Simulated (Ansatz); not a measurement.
The reference is SiC in the zinc blende structure (space group F-43m, No. 216; a = 4.329 Å). Axes: x, y, z lie along the cube axes.

All numbers come from LDA (Ansatz, an electronic-structure program; PAW; 420 eV plane waves; no spin-orbit coupling).

Before the change:

The pressure is 0.00 GPa and the valence-band top at Γ comes out as 0.00, 0.00, 0.00 eV.

Now apply this change: tensor shear ε_xy = +1.43 % (engineering shear γ = 0.0286), atoms relaxed at fixed cell.

**Question.** Predict the new pressure.

**Answer.** The pressure (mean of the normal stresses, compression positive) goes from zero to 0.11 GPa.

**Question.** Estimate the effect on the valence-band top at Γ.

**Answer.** The valence-band top at Γ (three highest levels, from the VBM) changes from 0.00, 0.00, 0.00 eV to 0.00, -0.16, -0.29 eV.

**Question.** What happens to the energy relative to the base?

**Answer.** The energy rises by 6.5 meV/atom.

The levels and masses belong to the bands next to the band gap. The cells carry an imposed strain or load. No phonon test of stability was made.
